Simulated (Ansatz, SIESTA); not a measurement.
**Code comparison for LaAl2 (Fd-3m, 6 atoms in the cell)**

Self-consistent single point.

```yaml
crystal:
  lattice:
    - [0.00000, 4.06447, 4.06447]
    - [4.06447, 0.00000, 4.06447]
    - [4.06447, 4.06447, 0.00000]
  atoms:
    - { symbol: La, position: [0.00000, 0.00000, 0.00000] }
    - { symbol: La, position: [0.25000, 0.25000, 0.25000] }
    - { symbol: Al, position: [0.62500, 0.62500, 0.62500] }
    - { symbol: Al, position: [0.12500, 0.62500, 0.62500] }
    - { symbol: Al, position: [0.62500, 0.62500, 0.12500] }
    - { symbol: Al, position: [0.62500, 0.12500, 0.62500] }
```

Shared settings, as Ansatz (a quantum-chemistry and plane-wave program) writes them: kpoints.mp_grid.grid = 2 2 2; scf.occupations.method = gaussian; scf.occupations.width = 0.272 eV. Potentials and cutoffs stand in the table.

| code | model | pressure (GPa) | cutoff |
|---|---|---|---|
| Ansatz | PBEsol, PAW files made with PBE | -1.14 | default |
| SIESTA | GGA PBEsol, numerical atomic orbitals DZP, PseudoDojo PBEsol standard norm-conserving potentials (rewritten from UPF to PSML) | 0.99 | grid 350 Ry |

The spread over the programs that give each value: pressure within 2.13 GPa.

SIESTA uses small atom-centred bases, whose incompleteness enters pressures, forces and empty levels differently from a plane-wave cutoff. Ansatz's pressure is given at a fixed set of plane waves, as the other plane-wave codes print theirs.

On the base mesh (5 5 5) the same programs gave: Ansatz pressure -1.77 GPa; SIESTA pressure -0.18 GPa.

The values differ from the base mesh's, so the mesh still matters here: the table compares the programs at equal settings.

The starting cell comes from a database of computed structures (which also holds hypothetical and non-ambient phases and stackings), without a prior relaxation at this level.

Left out of this page: CP2K (on another mesh); Elk and FLEUR (not drawn, or without a comparable value).

Keys are those of Ansatz 0.2.
